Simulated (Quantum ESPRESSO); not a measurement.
Troubleshooting Quantum ESPRESSO: a failed run on Sr₂Mg₃Al (P6_3/mmc, 24 atoms in the cell). The aim is a self-consistent single point with DFT, LDA (PZ), plane waves, GBRV 1.5 ultrasoft (LDA) pseudopotentials.

The input file:

```fortran
&control
    calculation = 'scf'
    prefix = 'scf'
    outdir = './out'
    pseudo_dir = './'
    tprnfor = .true.
    tstress = .true.
/
&system
    ibrav = 0
    nat = 24
    ntyp = 3
    ecutwfc = 40
    ecutrho = 200
    occupations = 'smearing'
    smearing = 'gauss'
    degauss = 0.0036749
/
&electrons
    conv_thr = 1.0d-10
    mixing_beta = 0.7
/
ATOMIC_SPECIES
Sr    87.6200  sr_lda_v1.uspp.F.UPF
Mg    24.3050  mg_lda_v1.4.uspp.F.UPF
Al    26.9815  al_lda_v1.uspp.F.UPF
CELL_PARAMETERS angstrom
   6.32907408     0.00000000     0.00000000
  -3.16453704     5.48113893     0.00000000
   0.00000000     0.00000000    21.12264600
ATOMIC_POSITIONS alat
Sr    0.50000000    0.28867514    0.51776409
Sr    0.00000000    0.57735027    2.81963499
Sr    0.00000000    0.57735027    2.18646363
Sr    0.50000000    0.28867514    1.15093545
Sr    0.00000000    0.00000000    1.99102554
Sr    0.00000000    0.00000000    1.34637354
Sr    0.00000000    0.00000000    0.32232600
Sr    0.00000000    0.00000000    3.01507308
Mg    0.25161750    0.14527143    2.50304931
Mg    0.24838250    0.72075397    0.83434977
Mg    0.00000000    0.29054286    0.83434977
Mg    0.50000000    0.57548254    2.50304931
Mg    0.74838250    0.14527143    2.50304931
Mg   -0.24838250    0.72075397    0.83434977
Mg   -0.25000000    0.43301270    1.66869954
Mg    0.50000000    0.00000000    0.00000000
Mg    0.25000000    0.43301270    1.66869954
Mg   -0.25000000    0.43301270    0.00000000
Mg    0.50000000    0.00000000    1.66869954
Mg    0.25000000    0.43301270    0.00000000
Al    0.50000000    0.28867514    2.10549833
Al    0.00000000    0.57735027    1.23190075
Al    0.00000000    0.57735027    0.43679879
Al1    0.50000000    0.28867514    2.90060029
K_POINTS automatic
4 4 1  0 0 0
```

The program printed (abridged):

```
     This program is part of the open-source Quantum ESPRESSO suite
     for quantum simulation of materials; please cite

 %%%%%%%%%%%%%%%%%%%%%%%%%%%%%%%%%%%%%%%%%%%%%%%%%%%%%%%%%%%%%%%%%%%%%%%%%%%%%%
     Error in routine read_cards (24):
     species Al1 in ATOMIC_POSITIONS is nonexistent
 %%%%%%%%%%%%%%%%%%%%%%%%%%%%%%%%%%%%%%%%%%%%%%%%%%%%%%%%%%%%%%%%%%%%%%%%%%%%%%

     stopping ...
```

### Question
From the messages shown, name the fault and mend the input.

### Answer
The fault is an atom label that is not in the list of species. Labels in the positions must match the species card. To fix it, correct the label. The program stopped before any SCF iteration.

The sound input it was made from differs as follows (other fixes are possible):
```diff
-Al1    0.50000000    0.28867514    2.90060029
+Al    0.50000000    0.28867514    2.90060029
```

With that input, the run converged in 13 iterations: free energy E − TS -28424.6383 eV; Fermi level (on the code's own zero) 5.44 eV; pressure -3.33 GPa; largest force (vector length) 0.043 eV/Å (DFT, LDA (PZ), plane waves, GBRV 1.5 ultrasoft (LDA) pseudopotentials).

On the sound input: the starting cell comes from a database of computed structures (which also holds hypothetical and non-ambient phases and stackings), without a prior relaxation at this level. Its lattice was rescaled by a random factor within 2.5 % of one. With a pressure of about -3 GPa the cell is away from its equilibrium volume at this level.
